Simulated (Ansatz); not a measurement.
The starting structures come from a database of crystals and need not be the phases stable at ambient conditions.

Tunnelling through a barrier is set by its complex band structure: the current falls as exp(−2κd) with the smallest κ.

Here is the system:

```yaml
crystal:
  lattice:
    - [6.75925, 0.00000, 0.00000]
    - [0.00000, 7.75055, 0.00000]
    - [0.00000, -3.87528, 6.71217]
  atoms:
    - { symbol: Cs, position: [0.25000, 0.66667, 0.33333] }
    - { symbol: Cs, position: [0.75000, 0.33333, 0.66667] }
    - { symbol: Cd, position: [0.00000, 0.00000, 0.00000] }
    - { symbol: Cd, position: [0.50000, 0.00000, 0.00000] }
    - { symbol: Br, position: [0.75000, 0.83427, 0.16573] }
    - { symbol: Br, position: [0.25000, 0.16573, 0.83427] }
    - { symbol: Br, position: [0.25000, 0.16573, 0.33146] }
    - { symbol: Br, position: [0.75000, 0.83427, 0.66854] }
    - { symbol: Br, position: [0.75000, 0.33146, 0.16573] }
    - { symbol: Br, position: [0.25000, 0.66854, 0.83427] }
```

Space group of this cell: P6_3/mmc. The cell is taken as given; by PBEsol its mean pressure is -0.9 GPa.

Transport runs along the normal of the first two printed cell vectors, the (100) plane of the conventional cell.

The gap is the functional's own. No spin-orbit coupling. Mid-gap values are interpolated on the energy grid.

**Question.** Compute, with PBEsol in Ansatz (a first-principles code), the band gap and the smallest decay constant κ at mid-gap.

**Answer.** Gap 2.81 eV on a 6×6×6 mesh; κ = 0.251 1/Å, at the zone centre.
